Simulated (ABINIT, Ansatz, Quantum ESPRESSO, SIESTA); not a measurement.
**One structure in several programs: Ga₃Tc (I4/mmm, 4 atoms in the cell)**

Self-consistent single point, at a second geometry (lattice scaled by 0.98). First geometry:

```
CELL_PARAMETERS angstrom
     -1.89565     1.89565     4.04575
      1.89565    -1.89565     4.04575
      1.89565     1.89565    -4.04575
ATOMIC_POSITIONS crystal
  Ga 0.75000 0.25000 0.50000
  Ga 0.25000 0.75000 0.50000
  Ga 0.50000 0.50000 0.00000
  Tc 0.00000 0.00000 0.00000
```

Shared settings, as Ansatz (a program for electronic structure) writes them: kpoints.mp_grid.grid = 9 9 9; scf.occupations.method = gaussian; scf.occupations.width = 0.1 eV. Potentials and cutoffs stand in the table.

```json
[
 {"code": "Ansatz", "model": "LDA (PW92), PAW files", "ΔF from the first geometry (meV/atom)": "-5.9", "pressure (GPa)": "3.95", "cutoff": "500 eV"},
 {"code": "SIESTA", "model": "LDA PW92, numerical atomic orbitals DZP, PseudoDojo LDA standard norm-conserving potentials (rewritten from UPF to PSML)", "ΔF from the first geometry (meV/atom)": "4.9", "pressure (GPa)": "6.03", "cutoff": "grid 300 Ry"},
 {"code": "ABINIT", "model": "LDA (PW92), PAW (JTH v2.0 LDA PAW)", "ΔF from the first geometry (meV/atom)": "-5.9", "pressure (GPa)": "3.98", "cutoff": "40 Ry"},
 {"code": "Quantum ESPRESSO", "model": "LDA (PZ), GBRV 1.5 ultrasoft (LDA) pseudopotentials", "ΔF from the first geometry (meV/atom)": "-4.4", "pressure (GPa)": "3.77", "cutoff": "50 Ry"}
]
```

For Quantum ESPRESSO (by 0.5 GPa) the energy change implies a higher mean pressure, against the two pressures, than for the other programs: a sign of finite-basis (Pulay) stress.

On Ansatz's run: spin polarisation is off.

The spread over the programs that give each value: ΔF from the first geometry within 10.8 meV/atom; pressure within 2.26 GPa.

SIESTA uses small atom-centred bases, whose incompleteness enters pressures, forces and empty levels differently from a plane-wave cutoff. Ansatz's pressure is given at a fixed set of plane waves, as the other plane-wave codes print theirs; with its correction for the finite basis it is 3.98 GPa. The same LDA comes in different parametrisations, which differ slightly. In the pressure, SIESTA (by 2.08) lies more than 1 GPa from the median of the plane-wave programs.

The starting cell comes from a database of computed structures (which also holds hypothetical and non-ambient phases and stackings), without a prior relaxation at this level. For this run, on top of that: lattice scaled by 0.98.

Left out of this page: Elk (not drawn, or without a comparable value); FLEUR (with a known weakness of the program).

Keys are those of Ansatz 0.2.
